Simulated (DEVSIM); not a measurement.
Device: Mo/SiO2/p-Ge capacitor, at 400 K.

Layer 1 from the left is SiO2, thickness (nm) 35.0. Layer 2 from the left is Ge, thickness (nm) 1100, Na (cm⁻³) 3.1e17.

Metal gate on the left, work function 4.6 eV. Fixed charge at the semiconductor interface -8.1e11 cm⁻² (in units of +e); no interface traps.

This is a model device: material constants are rounded textbook-type values typed into the input, and sizes, dopings and lifetimes were drawn at random. Values at 300 K; Nc and Nv go as T^1.5, mobilities as T to minus their exponent, the gap by Varshni's rule with the affinity fixed.

SiO2: gap (eV) 9, affinity (eV) 0.9, permittivity 3.9. Ge: gap (eV) 0.664, affinity (eV) 4, permittivity 16, Nc (cm⁻³) 1.04e19, Nv (cm⁻³) 6e18, Varshni α (eV/K) 0.000477, Varshni β (K) 235.

DEVSIM, 1D Poisson equation in equilibrium, Boltzmann statistics, complete ionisation; no quantum confinement or tunnelling. Metal contacts follow the ideal Schottky-Mott rule: no Fermi-level pinning, no interface dipoles.

Question: What does the simulation give for the minimum of the low-frequency capacitance, the flat-band voltage?

Answer: minimum of the low-frequency capacitance 0.0793 μF/cm²; flat-band voltage 1.41 V.
